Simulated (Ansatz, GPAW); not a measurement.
An Ansatz (an electronic-structure program) input for a self-consistent single point of K2Se (Fm-3m, 3 atoms in the cell) (DFT, LDA (PW92), plane waves, default PAW files made with PBE):

Ansatz 0.2 input:
```yaml
# K2Se
crystal:
  lattice:
    - [0.00000000, 3.75923600, 3.75923600]
    - [3.75923600, 0.00000000, 3.75923600]
    - [3.75923600, 3.75923600, 0.00000000]
  atoms:
    - { symbol: K, position: [0.25000000, 0.25000000, 0.25000000] }
    - { symbol: K, position: [0.75000000, 0.75000000, 0.75000000] }
    - { symbol: Se, position: [0.00000000, 0.00000000, 0.00000000] }
kpoints:
  mp_grid:
    grid: [8, 8, 8]
hamiltonian:
  xc: lda
  pseudopotentials:
    kind: paw
scf:
  occupations:
    method: fixed
output:
  forces: true
  eigenvalues: true
  stress: true
```

**Question.** Give the GPAW input for the same structure, mesh, smearing and functional.

**Answer.** This is the input that was run; spellings and numerical settings could be chosen otherwise.

```python
from ase import Atoms
from ase.units import GPa
from gpaw import GPAW, PW

atoms = Atoms(['K', 'K', 'Se'],
              cell=[[0.000000, 3.759236, 3.759236],
                    [3.759236, 0.000000, 3.759236],
                    [3.759236, 3.759236, 0.000000]],
              scaled_positions=[[0.250000, 0.250000, 0.250000],
                                [0.750000, 0.750000, 0.750000],
                                [0.000000, 0.000000, 0.000000]],
              pbc=True)

calc = GPAW(mode=PW(550),
            xc='LDA',
            kpts={'size': (8, 8, 8), 'gamma': True},
            occupations={'name': 'fixed-uniform'},
            nbands=-8,
            convergence={'density': 1e-05, 'bands': -6},
            symmetry={'symmorphic': False, 'tolerance': 0.0005},
            maxiter=120)

atoms.calc = calc

energy = atoms.get_potential_energy()
print('Energy (eV):', round(energy, 6))
forces = atoms.get_forces()
print('Forces (eV/Ang):')
print(forces.round(5))
stress = atoms.get_stress()
print('Stress (GPa, Voigt):', (stress / GPa).round(4))
```

Basis, cutoffs, solver keys and any potentials are the target program's own. This input uses DFT LDA (Perdew-Wang 92), plane waves, GPAW PAW datasets LDA (gpaw-data 1.0.1). LDA parametrisations can differ slightly between programs. Both were run: pressure -0.51 GPa in Ansatz and -0.56 in GPAW; gap on the mesh 2.021 eV in Ansatz and 2.028 in GPAW. Ansatz's pressure is the one without its finite-basis correction.

On Ansatz: the starting cell comes from a database of computed structures (which also holds hypothetical and non-ambient phases and stackings), without a prior relaxation at this level. For this run, on top of that: lattice scaled by 0.98.

On GPAW: the starting cell comes from a database of computed structures (which also holds hypothetical and non-ambient phases and stackings), without a prior relaxation at this level. For this run, on top of that: lattice scaled by 0.98.
